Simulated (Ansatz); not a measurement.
A hypothetical phase is included: elements placed on a structure type, which no database files for this compound.

By r2SCAN, the system below comes out a metal.

A figure of merit of an interconnect metal is its ballistic conductance per area.

Here is the system:

```
Si
1.0
    6.81959     0.00000     0.00000
   -3.40980     5.90594     0.00000
    3.40980     1.96865     2.78409
Si
8
Direct
  0.75000   0.00000   0.75000
  0.25000   0.00000   0.25000
  0.50000   0.50000   0.75000
  0.50000   0.50000   0.25000
  0.25000   0.75000   0.75000
  0.75000   0.25000   0.25000
  0.00000   0.00000   0.00000
  0.00000   0.50000   0.50000
```

The cell was relaxed by PBE-D3(BJ); by r2SCAN it stands under a pressure of 1.0 GPa.

The current flows along the normal of the first two printed cell vectors, the (111) plane of the conventional cell. No spin-orbit coupling; the value is a mean over 0.1 eV about the Fermi level.

Problem. Compute, with Ansatz (a program for electronic structure) with r2SCAN, the ballistic conductance per area.

Solution. 2.0 × 10¹⁵ S/m² for both spins.
